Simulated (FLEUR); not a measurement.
Worked example: self-consistent single point of MoS2 (P-3m1, 3 atoms in the cell) in FLEUR.

Method: PBEsol, all-electron FLAPW (FLEUR), scalar-relativistic valence.

```
CELL_PARAMETERS angstrom
      3.22746     0.00000     0.00000
     -1.61373     2.79506     0.00000
      0.00000     0.00000     6.31247
ATOMIC_POSITIONS crystal
  Mo 0.00000 0.00000 0.50000
  S  0.33333 0.66667 0.25532
  S  0.66667 0.33333 0.74468
```

Reference input (self-consistent single point, DFT, LDA (Perdew-Zunger), all-electron FLAPW (FLEUR), scalar-relativistic valence): Kmax = 3.9 1/bohr; GmaxXC = 11.7 1/bohr; xcFunctional = pz; jspins = 1; l_soc = F; mode = gauss; fermiSmearingEnergy = 0.00367493 Htr; mesh (inpgen div1-3) = 15 15 7; inpgen gamma flag = false; Gmax = 11.7 1/bohr; numbands = 0; maxIterBroyd = 15. This run's input differs from it in these lines:

```diff
@@ -15,3 +15,3 @@
 &comp jspins=1 /
-&exco xctyp='pz' /
+&exco xctyp='PBEs' /
 &kpt div1=15 div2=15 div3=7 /
@@ -28,3 +28,3 @@
       <coreElectrons ctail="T" frcor="F" kcrel="0" coretail_lmax="0"/>
-      <xcFunctional name="pz" relativisticCorrections="F"/>
+      <xcFunctional name="PBEs" relativisticCorrections="F"/>
       <magnetism jspins="1"/>
```

Output, abridged:

```
 Iteration:     1   Distance:      15.51931695 me/bohr^3
 Iteration:     2   Distance:      12.73590163 me/bohr^3
 Iteration:     3   Distance:       6.08642880 me/bohr^3
 Iteration:     4   Distance:      11.51638388 me/bohr^3
 Iteration:     5   Distance:       3.27295085 me/bohr^3
   [... 12 lines left out ...]
 Iteration:    18   Distance:       0.00008929 me/bohr^3
 Iteration:    19   Distance:       0.00003072 me/bohr^3
 Iteration:    20   Distance:       0.00001469 me/bohr^3
 Iteration:    21   Distance:       0.00000302 me/bohr^3
 Reset of history
 Run finished successfully
 Stop message:
   Structural relaxation: new displacements generated

[file out, last iteration]
             iter=     22
[...]
          total density-effective poten   -7.8498834474E+03
          total charge density-energy d   -1.7170208067E+02
 Updated energy parameters for spin:           1
[...]
 fermi energy and band-weighting factors:

[...]
FERMIE:
          first approx. to ef    (T=0)  :   0.293141 htr   (energy of the highest occ. eigenvalue)
          number of occ. states  (T=0)  :       2154
          first approx. to seigv (T=0)  :  -8.650149 htr
          sum of weights of occ. states :  13.003810
          sum of semicore charge        :   0.000000 e
          fermi energy=   0.29340 har   work function=  -7.98388 ev
          number of valence electrons=  26.00000
   [... lines left out ...]
          total moment                 =     0.00000
   [... lines left out ...]
 Direct bandgap for spin            1 :    4.1385280150211257E-003  Htr
 at k-point           29  with k-vector   0.53333333333333333      -0.26666666666666666       0.42857142857142855
          valence density: spin= 1
[...]
     l-like charge
     atom     s        p        d        f        total
 -->  1    2.28235  6.31492  3.70050  0.09592   12.41528
 -->  2    1.01946  1.57253  0.03454  0.00176    2.62848
```

The run converged in 21 iterations. FLEUR gives forces in its relaxation mode, with a further iteration, so its stop message speaks of a relaxation. 

The starting cell comes from a database of computed structures (which also holds hypothetical and non-ambient phases and stackings), without a prior relaxation at this level. Spin polarisation is off. Values depend on the basis (sphere radii, cutoffs, local orbitals), which need not be converged. The log's line on a gap gives a spacing of levels on this mesh, which the program prints for metals too.

Cost on one core of a shared machine: roughly 6 min.
